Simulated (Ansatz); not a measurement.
**Response to strain in TiN**

The reference is TiN in the rock salt structure (space group Fm-3m, No. 225; a = 4.2339 Å; relaxed with 0.1 eV smearing). Axes: x, y, z lie along the cube axes.

Strains are applied to the cell and any free atomic positions relax.

Level of theory: r2SCAN, PAW, 500 eV (Ansatz, a program for electronic structure; no SOC), earlier PAW set.

Candidates:
(a) tensor shear ε_xy = +2.74 %
(b) strain tensor (xx, yy, zz, yz, xz, xy) = (−0.52, +1.59, −0.54, +0.06, +0.63, +0.54) %
(c) isotropic strain −5.31 %

Notes on the quantities. energy relative to the base: free energy F.

Order them by energy relative to the base, lowest first.

(b) strain tensor (xx, yy, zz, yz, xz, xy) = (−0.52, +1.59, −0.54, +0.06, +0.63, +0.54) % (+5.8 meV/atom), (a) tensor shear ε_xy = +2.74 % (+16 meV/atom), (c) isotropic strain −5.31 % (+0.264 eV/atom)

Stability against distortions was not tested. All final runs are without spin polarisation. An odd electron count without spin: TiN.
